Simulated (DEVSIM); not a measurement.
**illuminated GaAs p-on-n cell, one wavelength**

Structure: illuminated GaAs p-on-n cell, one wavelength, at 300 K.

```csv
layer (left to right),material,thickness (μm),Nd (cm⁻³),Na (cm⁻³),τn (s),τp (s),absorption coefficient (cm⁻¹)
1,GaAs,0.0550,-,1.4e18,1.5e-8,4.1e-10,25000
2,GaAs,4.90,4.7e15,-,2.4e-9,2.4e-9,25000
```

Left contact: ohmic, minority electron recombination velocity 3e6 cm/s. Right contact: ohmic, minority hole recombination velocity 1e6 cm/s. Voltage is applied to the left contact. Recombination: SRH at mid-gap, radiative, Auger. Light enters at the left, 3e16 photons cm⁻² s⁻¹, one pass, no reflection. Mobility is constant in doping.

Constants are typed, rounded textbook-type inputs, not results; the design itself was drawn at random and stands for no fabricated device. Values at 300 K.

```tsv
parameter	GaAs
gap (eV)	1.424
affinity (eV)	4.07
permittivity	12.9
Nc (cm⁻³)	4.7e17
Nv (cm⁻³)	9e18
μn (cm²/Vs)	8500
μp (cm²/Vs)	400
B (cm³/s)	2e-10
Cn (cm⁶/s)	1e-30
Cp (cm⁶/s)	1e-30
```

Simulated with DEVSIM: 1D drift-diffusion, Boltzmann statistics, complete ionisation; no tunnelling, impact ionisation, image-force lowering or self-heating.

```json
{
  "potential_step_across_the_device_at_zero_bias": "1.257 V",
  "largest_field_in_the_device_at_zero_bias": "69000 V/cm",
  "Dark forward voltage at 1 A/cm²": "0.999 V",
  "Dark forward voltage at 100 A/cm²": "1.146 V",
  "short_circuit_current": "4.58 mA/cm²",
  "open_circuit_voltage": "0.817 V",
  "fill_factor": "0.77",
  "largest_power": "2.89 mW/cm²",
  "share_of_generated_pairs_collected_at_short_circuit": "0.952"
}
```

Dark forward current:

(V (V), J (A/cm²)): (0.05, 4.3e-10); (0.15, 4.4e-9); (0.25, 3.3e-8); (0.35, 2.5e-7); (0.45, 1.8e-6); (0.55, 1.4e-5); (0.65, 0.00011); (0.70, 0.00032); (0.80, 0.0029); (0.90, 0.040); (1.00, 1.0); (1.10, 28); (1.20, 390); (1.30, 3500)

Dark reverse current:

```json
[
 {"V (V)": "-0.04", "J (A/cm²)": "-1.8e-10"},
 {"V (V)": "-0.10", "J (A/cm²)": "-3.7e-10"},
 {"V (V)": "-0.20", "J (A/cm²)": "-6.2e-10"},
 {"V (V)": "-0.30", "J (A/cm²)": "-8.5e-10"},
 {"V (V)": "-0.40", "J (A/cm²)": "-1.1e-9"},
 {"V (V)": "-0.60", "J (A/cm²)": "-1.5e-9"},
 {"V (V)": "-0.80", "J (A/cm²)": "-1.8e-9"},
 {"V (V)": "-1.00", "J (A/cm²)": "-2.2e-9"},
 {"V (V)": "-1.30", "J (A/cm²)": "-2.7e-9"},
 {"V (V)": "-1.60", "J (A/cm²)": "-3.1e-9"},
 {"V (V)": "-2.00", "J (A/cm²)": "-3.6e-9"}
]
```
